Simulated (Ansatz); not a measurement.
Take BeSe in the zinc blende structure (space group F-43m, No. 216; a = 5.1776 Å) as the base.

Calculations: plane-wave PAW DFT at the PBE level (Ansatz, a first-principles code, 420 eV), spin-orbit coupling left out.

One change was made to it. Results:

```tsv
quantity	base	after
width of the top valence band	3.20 eV	3.69 eV
smallest direct gap	4.22 eV	4.90 eV
```

Name the change that was made.
A. pressure 0.9 GPa
B. pressure 22.5 GPa
C. pressure 9 GPa

C, pressure 9 GPa. For comparison, the width of the top valence band in the other runs: pressure 22.5 GPa gives 4.27 eV; pressure 0.9 GPa gives 3.25 eV.

Load acts through the strain it causes; cell and atoms are relaxed under it. Whether these cells are dynamically stable was not tested. Competing high-pressure phases were not computed.
